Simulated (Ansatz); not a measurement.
The starting structures come from a database of crystals and need not be the phases stable at ambient conditions.

 Where the default PAW files enter, the runs use the earlier of Ansatz's two default sets.

The decay constant κ of evanescent states in the gap governs leakage through a thin film.

Data:

```
CELL_PARAMETERS angstrom
      7.38893    -0.00006     0.00000
     -2.46360     6.96722     0.00000
     -1.23180     3.48361     2.13330
ATOMIC_POSITIONS crystal
  Pb 0.74028 0.24676 0.00000
  Pb 0.25972 0.75324 0.00000
  Se 0.00000 0.00000 0.00000
  S  0.50000 0.50000 0.00000
```

Space group of this cell: R-3m. The cell was relaxed by PBE-D3(BJ); by PBEsol its mean pressure is -0.9 GPa.

Transport runs along the normal of the first two printed cell vectors, the (110) plane of the conventional cell.

The gap is the functional's own. No spin-orbit coupling. Mid-gap values are interpolated on the energy grid.

**Question.** Give the band gap and the smallest decay constant κ at mid-gap that PBEsol in Ansatz (a program for electronic structure) yields.

**Answer.** Gap 0.24 eV on a 14×14×14 mesh; κ = 0.040 1/Å, at (0.500, 0.500) of the in-plane reciprocal vectors. At the zone centre, at the nearest computed energy, the slowest state has κ = 0.06 1/Å.
